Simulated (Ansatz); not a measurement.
A self-consistent single point of KNbSi2O7 (P4bm, 44 atoms in the cell) with Ansatz (a first-principles code).

Computed with PBEsol, default PAW files made with PBE (plane waves; Ansatz).

```
CELL_PARAMETERS angstrom
      8.87739     0.00000     0.00000
      0.00000     8.87739     0.00000
      0.00000     0.00000     8.27439
ATOMIC_POSITIONS crystal
  K  0.17807 0.67807 0.99188
  K  0.32193 0.17807 0.99188
  K  0.82193 0.32193 0.99188
  K  0.67807 0.82193 0.99188
  Nb 0.50000 0.50000 0.72047
  Nb 0.00000 0.00000 0.72047
  Nb 0.50000 0.50000 0.21774
  Nb 0.00000 0.00000 0.21774
  Si 0.12386 0.37614 0.69303
  Si 0.62386 0.12386 0.69303
  Si 0.87614 0.62386 0.69303
  Si 0.37614 0.87614 0.69303
  Si 0.87650 0.62350 0.30282
  Si 0.37650 0.87650 0.30282
  Si 0.12350 0.37650 0.30282
  Si 0.62350 0.12350 0.30282
  O  0.42349 0.71198 0.76293
  O  0.28802 0.42349 0.76293
  O  0.57651 0.28802 0.76293
  O  0.71198 0.57651 0.76293
  O  0.07651 0.21198 0.76293
  O  0.21198 0.92349 0.76293
  O  0.92349 0.78802 0.76293
  O  0.78802 0.07651 0.76293
  O  0.92363 0.78721 0.23270
  O  0.21279 0.92363 0.23270
  O  0.07637 0.21279 0.23270
  O  0.78721 0.07637 0.23270
  O  0.57637 0.28721 0.23270
  O  0.28721 0.42363 0.23270
  O  0.42363 0.71279 0.23270
  O  0.71279 0.57637 0.23270
  O  0.61978 0.11978 0.49785
  O  0.88022 0.61978 0.49785
  O  0.38022 0.88022 0.49785
  O  0.11978 0.38022 0.49785
  O  0.00000 0.50000 0.76384
  O  0.50000 0.00000 0.76384
  O  0.00000 0.50000 0.23156
  O  0.50000 0.00000 0.23156
  O  0.50000 0.50000 0.50263
  O  0.00000 0.00000 0.50263
  O  0.50000 0.50000 0.99890
  O  0.00000 0.00000 0.99890
```

Reference input (self-consistent single point, DFT, PBEsol, plane waves, default PAW files made with PBE): basis.ecutwfc = 420 eV; kpoints.mp_grid.grid = 3 3 3; hamiltonian.xc = pbesol; hamiltonian.pseudopotentials = {kind: paw} (the program's default PAW files); scf.occupations.method = fixed. This run's input differs from it in these lines:

Ansatz 0.2 input:
```diff
@@ -56,2 +56,3 @@
     grid: [3, 3, 3]
+    shift: [0.5, 0.5, 0.5]
 hamiltonian:
```

Output (repeated stretches shortened):

```
SCF iter   1: F=—  HF=-44771.262473 eV  |F-HF|=—  |Δ(HF+E_count)|=         —  Δρ=1.41e-2  dr2=1.14e0  ethr=1.77e-3  ⟨swp⟩=4.0  Hψ=4251  notcnv=0  defer=231
all-band conjugate gradients solve this SCF's bands
preconditioner: auto → Resta (q_TF=auto, 2.381 Å⁻¹)
SCF iter   2: F=—  HF=-44771.043953 eV  |F-HF|=—  |Δ(HF+E_count)|=   2.19e-1  Δρ=5.73e-3  dr2=2.20e-1  ethr=3.95e-4  ⟨swp⟩=2.0  Hψ=1930  notcnv=0  defer=238
   [... lines left out ...]
SCF iter   8: F=—  HF=-44771.004574 eV  |F-HF|=—  |Δ(HF+E_count)|=   1.04e-3  Δρ=2.80e-5  dr2=8.19e-6  ethr=1.22e-8  ⟨swp⟩=2.0  Hψ=1606  notcnv=0  defer=218
SCF iter   9: F=—  HF=-44771.004589 eV  |F-HF|=—  |Δ(HF+E_count)|=   1.43e-5  Δρ=7.85e-6  dr2=4.90e-7  ethr=2.84e-9  ⟨swp⟩=2.0  Hψ=1610  notcnv=0  defer=218
SCF iter  10: F=—  HF=-44771.004590 eV  |F-HF|=—  |Δ(HF+E_count)|=   1.22e-6  Δρ=5.27e-6  dr2=1.62e-7  ethr=3.47e-11  ⟨swp⟩=18.0  Hψ=7829  notcnv=0
SCF iter  11: F=-44771.004590 eV  HF=-44771.004590 eV  |F-HF|=4.02e-9  |Δ(HF+E_count)|=   1.13e-7  Δρ=3.06e-6  dr2=5.81e-8  ethr=3.47e-11  ⟨swp⟩=5.0  Hψ=3978  notcnv=0
SCF 1 converged in 11 iterations: F = -44771.004590 eV  dr2 = 5.81e-8
Free energy (F): -44771.004590 eV
Internal energy: -44771.004590 eV  (E = F + TS)
E sigma→0 (E₀):  -44771.004590 eV
Fermi energy:    3.587088 eV
--- Forces (eV/Å), atoms counted from 1 ---
  atom   1  K      0.03580582     0.03580582    -0.02067259
  atom   2  K     -0.03580582     0.03580582    -0.02067259
  atom   3  K     -0.03580582    -0.03580582    -0.02067259
  atom   4  K      0.03580582    -0.03580582    -0.02067259
  atom   5  Nb    -0.00000000     0.00000000    -0.37886231
   [... 35 lines left out ...]
  atom  41  O     -0.00000000    -0.00000000     0.83288881
  atom  42  O     -0.00000000     0.00000000     0.83288881
  atom  43  O      0.00000000    -0.00000000     0.73753335
  atom  44  O      0.00000000     0.00000000     0.73753335
--- Stress (GPa, compression-positive) ---
       -4.630774       0.000000       0.000000
        0.000000      -4.630774       0.000000
        0.000000       0.000000      -4.946792
  P = ⅓ Tr σ = -4.7361 GPa (-47.361 kbar)
  The stress holds the Pulay correction. Without it, at fixed plane waves, as pw.x and ABINIT print it: P = -5.2746 GPa
```

The run converged in 11 iterations. Against the reference run the free energy is nearly the same (within 1 meV/atom), the pressure moves little (-4.73 to -4.74 GPa), the largest force moves little (0.835 to 0.833 eV/Å) and the gap on the mesh goes from 3.467 to 3.608 eV.

The starting cell comes from a database of computed structures (which also holds hypothetical and non-ambient phases and stackings), without a prior relaxation at this level. Ansatz's pressure includes its estimate of the finite-basis (Pulay) stress. Without the estimate this run gives -5.27 GPa. Another mesh or the band path of this cell gives a smaller gap, so this value is not converged in the mesh.

Cost on one core of a shared machine: roughly 90 s.
